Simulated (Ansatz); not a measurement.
The starting structures come from a database of crystals and need not be the phases stable at ambient conditions.

The decay constant κ of evanescent states in the gap governs leakage through a thin film.

Input:

```yaml
crystal:
  lattice:
    - [3.20542, 0.00000, 0.00000]
    - [0.00000, 6.80736, 0.00000]
    - [0.00000, 3.40368, 3.40368]
  atoms:
    - { symbol: Hf, position: [0.00000, 0.00000, 0.00000] }
    - { symbol: Hf, position: [0.50000, 0.50000, 0.00000] }
    - { symbol: O, position: [0.50000, 0.80504, 0.00000] }
    - { symbol: O, position: [0.50000, 0.19496, 0.00000] }
    - { symbol: O, position: [0.00000, 0.30504, 0.38992] }
    - { symbol: O, position: [0.00000, 0.69496, 0.61008] }
```

The cell is taken as given; by r2SCAN it stands under a pressure of 3.6 GPa.

Transport runs along the normal of the first two printed cell vectors, the (110) plane of the conventional cell.

The gap is the functional's own. No spin-orbit coupling. Mid-gap values are those at the computed energy nearest the middle.

Question: Give the band gap and the smallest decay constant κ at mid-gap that r2SCAN (Ansatz, a program for electronic structure) yields.

Answer: Gap 4.59 eV on a 10×10×10 mesh; κ = 0.309 1/Å, at the zone centre.
